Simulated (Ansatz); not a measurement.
A self-consistent single point of Si (Ia-3, 8 atoms in the cell) with Ansatz (a quantum-chemistry and plane-wave program)

Computed with LDA (PW92), default PAW files made with PBE (plane waves; Ansatz).

This input was run:

Ansatz 0.2 input:
```yaml
crystal:
  lattice:
    - [-3.31118600, 3.31118600, 3.31118600]
    - [3.31118600, -3.31118600, 3.31118600]
    - [3.31118600, 3.31118600, -3.31118600]
  atoms:
    - { symbol: Si, position_ang: [0.98302490, -0.98302490, 2.32816110] }
    - { symbol: Si, position_ang: [-0.98302490, 0.98302490, 4.29421090] }
    - { symbol: Si, position_ang: [2.32816110, 0.98302490, -0.98302490] }
    - { symbol: Si, position_ang: [4.29421090, -0.98302490, 0.98302490] }
    - { symbol: Si, position_ang: [0.98302490, 0.98302490, 0.98302490] }
    - { symbol: Si, position_ang: [2.32816110, 2.32816110, 2.32816110] }
    - { symbol: Si, position_ang: [-0.98302490, 2.32816110, 0.98302490] }
    - { symbol: Si, position_ang: [0.98302490, 4.29421090, -0.98302490] }
basis:
  ecutwfc: 420.0
kpoints:
  mp_grid: { grid: [7, 7, 7] }
hamiltonian:
  xc: lda
  pseudopotentials: { kind: paw }
scf:
  occupations: { method: fermi_dirac, width: 0.1 }
output:
  forces: true
  eigenvalues: true
  stress: true
```

Output, abridged:

```
WARN ansatz: RAYON_NUM_THREADS=1 ignored (pool sized by the plan → 1); use --threads N
Pseudopotentials: kind: paw
Pseudopotential: Si, paw, valence charge 4
Crystal: 8 atoms, lattice volume = 145.215 Å³
Basis set: ecut = 420 eV, 2899 PW (Γ)
Bands: 24, of which v1, the nominal top of the filled ones, is band 16 counted from 1 (15 counted from 0)
Symmetry: 24 space group operations
Space group: Ia-3 (ITA 206), of the structure as read, at distance tolerance 5.3e-5 Å
k-points: 24 of 343
PAW frozen core: Si, regenerated for the run's functional, and the local potential with it
Initial density: superposition of atomic densities (neutral atoms: chi_scale 0, normalization atom), corrected by the library's trained network
Initial wavefunctions: pseudopotential atomic-orbital guess
Eigensolver: davidson
Functional: x = slater, c = lda
SCF iter   1: F=—  HF=-4868.207561 eV  |F-HF|=—  |Δ(HF+E_count)|=         —  Δρ=3.97e-3  dr2=1.80e-2  ethr=1.77e-3  ⟨swp⟩=7.1  Hψ=3391  notcnv=0
all-band conjugate gradients solve this SCF's bands
preconditioner: auto → Kerker (q_TF=auto, 2.120 Å⁻¹)
SCF iter   2: F=—  HF=-4868.204882 eV  |F-HF|=—  |Δ(HF+E_count)|=   2.68e-3  Δρ=2.34e-3  dr2=6.48e-3  ethr=5.62e-5  ⟨swp⟩=1.2  Hψ=772  notcnv=0
SCF iter   3: F=—  HF=-4868.203065 eV  |F-HF|=—  |Δ(HF+E_count)|=   1.82e-3  Δρ=1.85e-4  dr2=3.74e-5  ethr=2.02e-5  ⟨swp⟩=2.8  Hψ=962  notcnv=0
SCF iter   4: F=—  HF=-4868.203056 eV  |F-HF|=—  |Δ(HF+E_count)|=   8.44e-6  Δρ=4.35e-5  dr2=2.61e-6  ethr=1.17e-7  ⟨swp⟩=2.0  Hψ=978  notcnv=0
SCF iter   5: F=—  HF=-4868.203056 eV  |F-HF|=—  |Δ(HF+E_count)|=   1.34e-7  Δρ=7.42e-6  dr2=1.04e-7  ethr=8.15e-9  ⟨swp⟩=2.0  Hψ=942  notcnv=0
SCF iter   6: F=-4868.203056 eV  HF=-4868.203056 eV  |F-HF|=1.41e-10  |Δ(HF+E_count)|=   7.03e-9  Δρ=6.41e-7  dr2=7.51e-10  ethr=3.13e-10  ⟨swp⟩=6.7  Hψ=2542  notcnv=0
SCF 1 converged in 6 iterations: F = -4868.203056 eV  dr2 = 7.51e-10
SCF converged after 6 iterations
Free energy (F): -4868.203056 eV
Harris-Foulkes:  -4868.203056 eV  (|F-HF|=1.41e-10)
Internal energy: -4868.172190 eV  (E = F + TS)
E sigma→0 (E₀):  -4868.187623 eV
Entropy (-TS):   -0.030866 eV (-3.858 meV/atom)
Fermi energy:    7.376630 eV
--- Per-component energies (eV) ---
  E_band       = 64.974098
  E_kinetic    = 324.114624
  E_local      = -148.567318  (includes V_loc(G=0)·N_el)
  E_nonlocal   = 215.140391
  E_hartree    = 37.464505
  E_xc         = -439.415926
  E_vxc        = -378.291178  (∫ρ·V_xc dr)
  E_paw        = -3888.385941  (= ΣΔE_a)
  E_vpaw       = -22.351471  (= ΣTr[D̂ρ^β])
  E_aug_tail   = 0.000048  (compensation charges beyond the density's cutoff)
  E_ewald      = -969.197218
  E_core_change = 0.674646  (= ΣΔE_core)
  E_smearing   = -0.030866  (= −TS)
  E_closure    = -0.000000  (closes the sum)
  Σ components = -4868.203056   (vs F -4868.203056, Δ=0.00e0)
--- Forces (eV/Å), atoms counted from 1 ---
  atom   1  Si    -0.01020972     0.01020972     0.01020972
  atom   2  Si     0.01020972    -0.01020972    -0.01020972
  atom   3  Si     0.01020972    -0.01020972     0.01020972
  atom   4  Si    -0.01020972     0.01020972    -0.01020972
  atom   5  Si    -0.01020972    -0.01020972    -0.01020972
  atom   6  Si     0.01020972     0.01020972     0.01020972
  atom   7  Si     0.01020972     0.01020972    -0.01020972
  atom   8  Si    -0.01020972    -0.01020972     0.01020972
  max |Σ_I F_I| component: 5.55e-17 eV/Å
--- Stress (GPa, compression-positive) ---
       -2.195972       0.000000      -0.000000
        0.000000      -2.195972      -0.000000
        0.000000       0.000000      -2.195972
  P = ⅓ Tr σ = -2.1960 GPa (-21.960 kbar)
  The stress holds the Pulay correction. Without it, at fixed plane waves, as pw.x and ABINIT print it: P = -2.2383 GPa
--- Band table (eV; the first three rows and the last of 24) ---
  k-point 0: bands = ["-5.2904", "-0.9054", "-0.5621", "-0.5621", "-0.5621", "0.9745", "0.9745", "0.9745", "2.4396", "2.4396", "3.3327", "3.3327", "3.3327", "5.9861", "5.9861", "6.5811", "9.0911", "9.0911", "9.0911", "11.1091", "11.1091", "11.1091", [...]
  k-point 1: bands = ["-5.1649", "-1.3448", "-1.0041", "-0.8446", "-0.3217", "0.7859", "1.1944", "1.4522", "2.3027", "2.6889", "3.6877", "3.7904", "4.0159", "5.4308", "5.6456", "6.3630", "9.1781", "9.6323", "9.7933", "10.2016", "10.3536", "10.6760", [...]
  k-point 2: bands = ["-4.7909", "-2.3357", "-1.3852", "-1.2499", "-0.1115", "0.4484", "1.6009", "2.3427", "2.3485", "3.4235", "4.1619", "4.6061", "4.6992", "4.9728", "5.3507", "6.4070", "8.5326", "8.6358", "9.3918", "10.1111", "10.5183", "10.6162", [...]
  k-point 23: bands = ["-3.2060", "-2.8037", "-2.7993", "-1.4101", "-1.4064", "-1.0249", "1.9676", "3.4685", "3.5345", "4.1644", "4.5958", "5.1131", "5.1152", "6.9631", "7.3378", "7.4551", "7.5197", "9.2863", "9.3059", "9.9659", "10.3472", [...]
```

The run converged in 6 iterations.

The starting cell comes from a database of computed structures (which also holds hypothetical and non-ambient phases and stackings), without a prior relaxation at this level. Its lattice was rescaled by up to half a per cent. Ansatz's pressure includes its estimate of the finite-basis (Pulay) stress.
